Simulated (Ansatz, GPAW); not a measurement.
A GPAW input for a self-consistent single point of Te₂Mo (P6_3/mmc, 6 atoms in the cell) (DFT PBEsol, plane waves, GPAW PAW datasets PBEsol (made by gpaw-setup)):

```python
from ase import Atoms
from ase.units import GPa
from gpaw import GPAW, PW, FermiDirac

atoms = Atoms(['Te', 'Te', 'Te', 'Te', 'Mo', 'Mo'],
              cell=[[3.501112, 0.000000, 0.000000],
                    [-1.750556, 3.032051, 0.000000],
                    [0.000000, 0.000000, 14.382655]],
              scaled_positions=[[0.333333, 0.666667, 0.627820],
                                [0.666667, 0.333333, 0.372180],
                                [0.666667, 0.333333, 0.127820],
                                [0.333333, 0.666667, 0.872180],
                                [0.333333, 0.666667, 0.250000],
                                [0.666667, 0.333333, 0.750000]],
              pbc=True)

calc = GPAW(mode=PW(550),
            xc='PBEsol',
            kpts={'size': (6, 6, 2), 'gamma': True},
            occupations=FermiDirac(0.0),
            nbands=-4,
            convergence={'density': 1e-05, 'bands': -2},
            symmetry={'symmorphic': False, 'tolerance': 0.0005},
            maxiter=100,
            txt='-')

atoms.calc = calc

energy = atoms.get_potential_energy()
print('Energy (eV):', round(energy, 6))
forces = atoms.get_forces()
print('Forces (eV/Ang):')
print(forces.round(5))
stress = atoms.get_stress()
print('Stress (GPa, Voigt):', (stress / GPa).round(4))
```

Write the same calculation as an input for Ansatz (a quantum-chemistry and plane-wave program).

One input that does it (others would too):

Ansatz 0.2 input:
```yaml
crystal:
  lattice:
    - [3.501112, 0.000000, 0.000000]
    - [-1.750556, 3.032051, 0.000000]
    - [0.000000, 0.000000, 14.382655]
  atoms:
    - { symbol: Te, position_ang: [-0.000002, 2.021368, 9.029718] }
    - { symbol: Te, position_ang: [1.750558, 1.010683, 5.352937] }
    - { symbol: Te, position_ang: [1.750558, 1.010683, 1.838391] }
    - { symbol: Te, position_ang: [-0.000002, 2.021368, 12.544264] }
    - { symbol: Mo, position_ang: [-0.000002, 2.021368, 3.595664] }
    - { symbol: Mo, position_ang: [1.750558, 1.010683, 10.786991] }
basis:
  ecutwfc: 420.0
kpoints:
  mp_grid: { grid: [6, 6, 2] }
hamiltonian:
  xc: pbesol
  pseudopotentials: { kind: paw }
scf:
  occupations: { method: fixed }
output:
  forces: true
  eigenvalues: true
  stress: true
```

Basis settings and potentials, where a program has them, do not carry over. This input uses DFT, PBEsol, plane waves, default PAW files made with PBE.

The starting cell comes from a database of computed structures (which also holds hypothetical and non-ambient phases and stackings), without a prior relaxation at this level. Its lattice was rescaled by a random factor within 2.5 % of one.
